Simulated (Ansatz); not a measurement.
Start from HfN in the rock salt structure (space group Fm-3m, No. 225; relaxed with 0.1 eV smearing).

```yaml
crystal:
  lattice:
    - [0.00000, 2.25092, 2.25092]
    - [2.25092, 0.00000, 2.25092]
    - [2.25092, 2.25092, 0.00000]
  atoms:
    - { symbol: N, position: [0.00000, 0.00000, 0.00000] }
    - { symbol: Hf, position: [0.50000, 0.50000, 0.50000] }
```

Cartesian axes are those of the cell as printed.

Calculations: PBEsol in Ansatz (plane waves to 420 eV, PAW, without spin-orbit coupling).

Strains are applied to the cell and any free atomic positions relax; under stress the whole cell relaxes.

One change was made to it. Results:

```tsv
quantity	base	after
energy relative to the base (free energy F)	0 meV/atom	+0.1 meV/atom
shortest interatomic distance	2.251 Å	2.250 Å
```

### Question
Name the change that was made.
A. uniaxial strain ε_yy = +1.82 %
B. isotropic strain +2.68 %
C. uniaxial strain ε_zz = +3.38 %
D. uniaxial stress, 1 GPa tension along x
E. isotropic strain −3.79 %

### Answer
D, uniaxial stress, 1 GPa tension along x. For comparison, the energy relative to the base in the other runs: uniaxial strain ε_zz = +3.38 % gives +22 meV/atom; isotropic strain +2.68 % gives +60 meV/atom; isotropic strain −3.79 % gives +148 meV/atom; uniaxial strain ε_yy = +1.82 % gives +6.9 meV/atom.

Stability under load was not tested beyond the relaxation. The final runs are not spin-polarised. An odd electron count without spin: HfN.

Ansatz is an electronic-structure program.
